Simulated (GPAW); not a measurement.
A self-consistent single point of NiSb (P1, 4 atoms in the cell) with GPAW.

Method: PBE, GPAW PAW datasets PBE (gpaw-data 1.0.1) (plane waves; GPAW).

The change in words: lattice scaled by 0.98. Reference geometry:
```
CELL_PARAMETERS angstrom
      3.92967     0.00000     0.00000
     -1.96484     3.40319     0.00000
      0.00000     0.00000     5.11619
ATOMIC_POSITIONS crystal
  Ni 0.99389 0.99685 0.00155
  Ni 0.99827 0.00155 0.50396
  Sb 0.34159 0.66761 0.24963
  Sb 0.66625 0.33399 0.74485
```

Reference input (self-consistent single point, DFT PBE, plane waves, GPAW PAW datasets PBE (gpaw-data 1.0.1)): mode = pw; ecut = 800 eV; xc = PBE; kpts = 5 5 4; mesh shift (steps) = 0 0 0; occupations.name = methfessel-paxton; occupations.width = 0.272 eV; occupations.order = 0; nbands = -8; convergence.forces = 0.001 eV/Å; symmetry.symmorphic = false; symmetry.tolerance = 0.0005. This run's input differs from it in these lines:

```diff
@@ -5,5 +5,5 @@
 atoms = Atoms(['Ni', 'Ni', 'Sb', 'Sb'],
-              cell=[[3.929670, 0.000000, 0.000000],
-                    [-1.964835, 3.403194, 0.000000],
-                    [0.000000, 0.000000, 5.116190]],
+              cell=[[3.851077, 0.000000, 0.000000],
+                    [-1.925538, 3.335130, 0.000000],
+                    [0.000000, 0.000000, 5.013866]],
               scaled_positions=[[-0.006106, -0.003146, 0.001554],
```

Output (repeated stretches shortened):

```
     iter     time        total  log10-change:
                         energy   eigst   dens  force
iter:   1 --:--:--   -26.657010
iter:   2 --:--:--   -25.384562   -0.17  -1.44
iter:   3 --:--:--   -24.311707   -0.72  -1.52
iter:   4 --:--:--   -24.236652   -1.88  -1.65
iter:   5 --:--:--   -24.189969   -1.94  -1.83
iter:   6 --:--:--   -24.221145   -3.09  -2.34
iter:   7 --:--:--   -24.196818   -2.88  -2.22
iter:   8 --:--:--   -24.194990c  -4.06  -2.73
iter:   9 --:--:--   -24.194352c  -3.91  -2.83
iter:  10 --:--:--   -24.196193c  -4.29  -2.96
iter:  11 --:--:--   -24.192511c  -3.66  -2.78
iter:  12 --:--:--   -24.191887c  -4.89  -3.39
iter:  13 --:--:--   -24.191807c  -5.41  -3.78
iter:  14 --:--:--   -24.191797c  -6.63  -3.86
iter:  15 --:--:--   -24.191815c  -6.32  -3.93
iter:  16 --:--:--   -24.191807c  -6.98  -4.15c
iter:  17 --:--:--   -24.191785c  -7.04  -4.22c
iter:  18 --:--:--   -24.191775c  -7.30  -4.29c
iter:  19 --:--:--   -24.191776c  -7.43c -4.35c
iter:  20 --:--:--   -24.191785c  -7.13  -4.51c
iter:  21 --:--:--   -24.191794c  -7.75c -4.73c -2.26
iter:  22 --:--:--   -24.191793c  -8.66c -4.96c -2.88
iter:  23 --:--:--   -24.191789c  -8.28c -5.04c -2.64
iter:  24 --:--:--   -24.191790c  -9.43c -5.51c -3.28c
Converged after 24 iterations.

Dipole moment: (0.467842, 0.093723, -0.263051) |e|*Ang

Energy contributions relative to reference atoms: (reference = -435299.113390)

Kinetic:        +34.294346
Potential:      -24.592644
External:        +0.000000
XC:             -34.200413
Entropy (-ST):   -0.085719
Local:           +0.349781
SIC:             +0.000000
--------------------------
Free energy:    -24.234650
Extrapolated:   -24.191790

Showing only first 2 kpts
 Kpt  Band  Eigenvalues  Occupancy
  0    29     10.85590    0.02083
  0    30     11.02069    0.00154
  0    31     13.03785    0.00000
  0    32     13.12489    0.00000

  1    29     11.55581    0.00000
  1    30     11.67799    0.00000
  1    31     13.00196    0.00000
  1    32     13.06577    0.00000

Fermi level: 10.41142

No gap
No difference between direct/indirect transitions
Energy (eV): -24.19179

Forces in eV/Ang:
  0 Ni    0.27083    0.10093   -0.03175
  1 Ni    0.21401    0.01000   -0.26096
  2 Sb   -0.43249   -0.07610   -0.00186
  3 Sb   -0.05242   -0.03484    0.29447

Stress tensor:
    -0.085207    -0.004822     0.000497
    -0.004822    -0.084297     0.000160
     0.000497     0.000160    -0.081330
Stress (GPa, Voigt): [-13.6516 -13.5059 -13.0305   0.0256   0.0796  -0.7725]
```

The run converged in 24 iterations. GPAW prints stress with tension positive. Against the reference run the free energy goes up by 53.5 meV/atom, the pressure goes from 4.14 to 13.40 GPa and the largest force goes from 0.350 to 0.439 eV/Å.

The starting cell comes from a database of computed structures (which also holds hypothetical and non-ambient phases and stackings), without a prior relaxation at this level. Its atoms were displaced at random from the sites of space group no. 194. For this run, on top of that: lattice scaled by 0.98. Spin polarisation is off. With a pressure of about 13 GPa the cell is away from its equilibrium volume at this level.

Cost on one core of a shared machine: roughly 2 min.
